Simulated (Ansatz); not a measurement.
Band structure of Mg2Sn (Fm-3m, 3 atoms in the cell).

```
Mg2Sn
1.0
    0.00000     3.38068     3.38068
    3.38068     0.00000     3.38068
    3.38068     3.38068     0.00000
Mg Sn
2 1
Direct
  0.25000   0.25000   0.25000
  0.75000   0.75000   0.75000
  0.00000   0.00000   0.00000
```

Level of theory: PBE (plane waves, PAW; Ansatz, a quantum-chemistry and plane-wave program).

Settings: kpoints.mp_grid.grid = 9 9 9; hamiltonian.xc = pbe; hamiltonian.pseudopotentials = {kind: paw} (the program's default PAW files); scf.occupations.method = fermi_dirac; scf.occupations.width = 0.02 eV; kpoints.band_path.npoints = 8.

The starting cell has typed, rounded lattice constants, without a prior relaxation at this level. Its lattice was rescaled by a random factor within 2.5 % of one.

Levels in eV from the Fermi level, bands 14 to 20:
```csv
point,14,15,16,17,18,19,20
Γ,-9.03,0.08,0.08,0.08,1.50,2.23,2.23
X,-7.25,-4.52,-2.02,-2.02,-0.07,0.24,7.30
W,-7.22,-3.70,-3.70,-2.62,2.73,3.05,3.05
K,-7.28,-4.11,-3.46,-1.70,0.46,2.68,5.37
L,-7.76,-4.73,-0.75,-0.75,0.75,2.30,2.30
U,-7.28,-4.11,-3.46,-1.70,0.46,2.68,5.37
```

Bands cross the Fermi level along this path, so the cell is metallic at this level.

Keys are those of Ansatz 0.2.
